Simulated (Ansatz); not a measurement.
Worked example: self-consistent single point of NaCd4As3 (R-3m, 8 atoms in the cell) in Ansatz (a quantum-chemistry and plane-wave program)

Computed with PBEsol, default PAW files made with PBE (plane waves; Ansatz).

Input:

Ansatz 0.2 input:
```yaml
crystal:
  lattice:
    - [2.268245, 1.309572, 11.362980]
    - [-2.268245, 1.309572, 11.362980]
    - [0.000000, -2.619143, 11.362980]
  atoms:
    - { symbol: Na, position_ang: [0.000000, 0.000000, 17.044470] }
    - { symbol: Cd, position_ang: [0.000000, 0.000000, 3.254437] }
    - { symbol: Cd, position_ang: [0.000000, 0.000001, 30.834503] }
    - { symbol: Cd, position_ang: [-0.000000, 0.000000, 10.198695] }
    - { symbol: Cd, position_ang: [0.000000, 0.000001, 23.890245] }
    - { symbol: As, position_ang: [0.000000, 0.000000, 7.492715] }
    - { symbol: As, position_ang: [-0.000000, 0.000001, 26.596225] }
    - { symbol: As, position_ang: [0.000000, 0.000000, 0.000000] }
basis:
  ecutwfc: 420.0
kpoints:
  mp_grid: { grid: [6, 6, 6] }
hamiltonian:
  xc: pbesol
  pseudopotentials: { kind: paw }
scf:
  occupations: { method: fermi_dirac, width: 0.1 }
output:
  forces: true
  eigenvalues: true
  stress: true
```

The program printed (abridged):

```
WARN ansatz: RAYON_NUM_THREADS=1 ignored (pool sized by the plan → 1); use --threads N
basis.fft_grid_basis auto: the FFT boxes are laid along the combinations [[1, 0, -1], [0, 1, -1], [0, 0, 1]] of the cell's own vectors, 4.536, 4.536 and 11.661 …
Pseudopotentials: kind: paw
Pseudopotential: Na, paw, valence charge 9
Pseudopotential: Cd, paw, valence charge 20
Pseudopotential: As, paw, valence charge 15
Crystal: 8 atoms, lattice volume = 202.518 Å³
Basis set: ecut = 420 eV, 3943 PW (Γ), FFT grids on a1−a3, a2−a3, a3, exchange–correlation on 64×64×160 points (8 copies of the dense FFT grid, shifted against one another)
Bands: 81, of which v1, the nominal top of the filled ones, is band 67 counted from 1 (66 counted from 0)
Symmetry: 12 space group operations
Space group: R-3m (ITA 166), of the structure as read, at distance tolerance 5.9e-5 Å
k-points: 32 of 216
PAW frozen core: Na, regenerated for the run's functional, and the local potential with it
PAW frozen core: Cd, regenerated for the run's functional, and the local potential with it
PAW frozen core: As, regenerated for the run's functional, and the local potential with it
Initial density: superposition of atomic densities (neutral atoms: chi_scale 0, normalization atom), corrected by the library's trained network
Initial wavefunctions: pseudopotential atomic-orbital guess
Eigensolver: davidson
Functional: x = pbesol(κ = 0.804, μ = 0.12345679012345678), c = pbesol(β = 0.046)
SCF iter   1: F=—  HF=-48652.491983 eV  |F-HF|=—  |Δ(HF+E_count)|=         —  Δρ=4.49e-3  dr2=5.87e-2  ethr=1.77e-3  ⟨swp⟩=5.7  Hψ=8873  notcnv=0  defer=42
all-band conjugate gradients solve this SCF's bands
preconditioner: auto → LDOS
SCF iter   2: F=—  HF=-48652.494177 eV  |F-HF|=—  |Δ(HF+E_count)|=   2.19e-3  Δρ=4.81e-3  dr2=5.07e-2  ethr=4.38e-5  ⟨swp⟩=2.0  Hψ=5483  notcnv=0  defer=117
SCF iter   3: F=—  HF=-48652.473958 eV  |F-HF|=—  |Δ(HF+E_count)|=   2.02e-2  Δρ=6.69e-4  dr2=3.81e-3  ethr=3.78e-5  ⟨swp⟩=2.0  Hψ=4781  notcnv=0  defer=117
SCF iter   4: F=—  HF=-48652.473324 eV  |F-HF|=—  |Δ(HF+E_count)|=   6.34e-4  Δρ=2.17e-4  dr2=2.34e-4  ethr=2.84e-6  ⟨swp⟩=2.0  Hψ=3013  notcnv=0  defer=117
SCF iter   5: F=—  HF=-48652.473288 eV  |F-HF|=—  |Δ(HF+E_count)|=   3.56e-5  Δρ=7.35e-5  dr2=9.94e-6  ethr=1.74e-7  ⟨swp⟩=2.0  Hψ=3413  notcnv=0  defer=117
SCF iter   6: F=—  HF=-48652.473419 eV  |F-HF|=—  |Δ(HF+E_count)|=   1.30e-4  Δρ=1.74e-5  dr2=4.54e-7  ethr=7.42e-9  ⟨swp⟩=2.0  Hψ=3507  notcnv=0  defer=103
SCF iter   7: F=-48652.473419 eV  HF=-48652.473419 eV  |F-HF|=2.00e-8  |Δ(HF+E_count)|=   1.16e-7  Δρ=4.42e-6  dr2=2.58e-8  ethr=7.46e-11  ⟨swp⟩=9.2  Hψ=11266  notcnv=0
SCF 1 converged in 7 iterations: F = -48652.473419 eV  dr2 = 2.58e-8
SCF converged after 7 iterations
Free energy (F): -48652.473419 eV
Harris-Foulkes:  -48652.473419 eV  (|F-HF|=2.00e-8)
Internal energy: -48652.448902 eV  (E = F + TS)
E sigma→0 (E₀):  -48652.461161 eV
Entropy (-TS):   -0.024516 eV (-3.065 meV/atom)
Fermi energy:    9.004491 eV
--- Per-component energies (eV) ---
  E_band       = -2887.501896
  E_kinetic    = 2445.801524
  E_local      = -21841.929087  (includes V_loc(G=0)·N_el)
  E_nonlocal   = -1744.607130
  E_hartree    = 10462.348077
  E_xc         = -973.865726
  E_vxc        = -1168.316553  (∫ρ·V_xc dr)
  E_paw        = -21686.811866  (= ΣΔE_a)
  E_vpaw       = -1503.147587  (= ΣTr[D̂ρ^β])
  E_aug_tail   = 0.000052  (compensation charges beyond the density's cutoff)
  E_ewald      = -15317.706565
  E_core_change = 4.321819  (= ΣΔE_core)
  E_smearing   = -0.024516  (= −TS)
  E_closure    = -0.000000  (closes the sum)
  Σ components = -48652.473419   (vs F -48652.473419, Δ=0.00e0)
--- Forces (eV/Å), atoms counted from 1 ---
  atom   1  Na     0.00000000     0.00000000     0.00000000
  atom   2  Cd     0.00000000    -0.00000000    -0.03938046
  atom   3  Cd    -0.00000000     0.00000000     0.03938046
  atom   4  Cd    -0.00000000    -0.00000000    -0.02040791
  atom   5  Cd     0.00000000     0.00000000     0.02040791
  atom   6  As     0.00000000     0.00000000     0.26448131
  atom   7  As    -0.00000000    -0.00000000    -0.26448131
  atom   8  As     0.00000000     0.00000000    -0.00000000
  max |Σ_I F_I| component: 1.73e-17 eV/Å
--- Stress (GPa, compression-positive) ---
       -2.860658       0.000000       0.000000
        0.000000      -2.860658       0.000000
       -0.000000       0.000000      -2.650989
  P = ⅓ Tr σ = -2.7908 GPa (-27.908 kbar)
  The stress holds the Pulay correction. Without it, at fixed plane waves, as pw.x and ABINIT print it: P = -2.8175 GPa
--- Band table (eV; the first three rows and the last of 32) ---
  k-point 0: bands = ["-93.5464", "-93.5463", "-93.3951", "-93.3951", "-54.6442", "-54.6442", "-54.6429", "-54.6429", "-54.6268", "-54.6246", "-54.5148", "-54.5148", "-54.4699", "-54.4699", "-54.4699", "-54.4699", "-42.9172", "-26.2369", "-26.2369", [...]
  k-point 1: bands = ["-93.5464", "-93.5463", "-93.3951", "-93.3951", "-54.6443", "-54.6442", "-54.6430", "-54.6429", "-54.6267", "-54.6247", "-54.5148", "-54.5148", "-54.4699", "-54.4699", "-54.4699", "-54.4699", "-42.9172", "-26.2369", "-26.2368", [...]
  k-point 2: bands = ["-93.5464", "-93.5463", "-93.3951", "-93.3951", "-54.6443", "-54.6441", "-54.6432", "-54.6428", "-54.6263", "-54.6250", "-54.5148", "-54.5148", "-54.4699", "-54.4699", "-54.4699", "-54.4699", "-42.9172", "-26.2369", "-26.2367", [...]
  k-point 31: bands = ["-93.5464", "-93.5463", "-93.3951", "-93.3951", "-54.6442", "-54.6442", "-54.6429", "-54.6429", "-54.6268", "-54.6246", "-54.5148", "-54.5148", "-54.4699", "-54.4699", "-54.4699", "-54.4699", "-42.9172", "-26.2369", [...]
```

The run converged in 7 iterations.

The starting cell comes from a database of computed structures (which also holds hypothetical and non-ambient phases and stackings), without a prior relaxation at this level. Its lattice was rescaled by a random factor within 2.5 % of one. Ansatz's pressure includes its estimate of the finite-basis (Pulay) stress. The run gives no clean gap (levels at the Fermi energy touch, overlap or are partly filled at this smearing), which alone does not show that the compound is a metal.
